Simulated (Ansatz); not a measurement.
An Ansatz (a quantum-chemistry and plane-wave program) input (PBEsol/PAW in Ansatz, no spin-orbit coupling):

Ansatz 0.2 input:
```yaml
crystal:
  lattice:
    - [3.1250867055, 0, 0]
    - [0, 3.1250867055, 0]
    - [0, 0, 4.3707214945]
  atoms:
    - { symbol: Lu, position: [0.5, 0.5, 0.5] }
    - { symbol: Ti, position: [0, 0, 0] }
basis: { ecutwfc: 420, ecutrho_ratio: 4, xc_grid: 2, fft_grid_basis: typed }
kpoints: { mp_grid: { grid: [15, 15, 11] } }
hamiltonian:
  xc: pbesol
  dispersion: none
  pseudopotentials: { kind: paw }
scf: { occupations: { method: fermi_dirac, width: 0.05 }, convergence: { dr2_threshold: 0.0000000002 } }
output: { forces: true, stress: true }
checkpoint: { write: state.ck, write_every: 1000 }
```

**Question.** Which symmetry and how many k-points will the program report, and about how many plane waves at Γ?

**Answer.** Space group P4/mmm (ITA 123) with 16 operations, k-points 216 of 2475, and 847 plane waves at Γ.

Stability against distortions was not tested. The final runs are not spin-polarised. An odd electron count without spin: LuTi. The cell was made from TiAl by this change: Al → Lu; the result is a hypothetical phase, not in the database extracts checked. LuTi has a high density of states at the Fermi level and may be magnetic at this level.
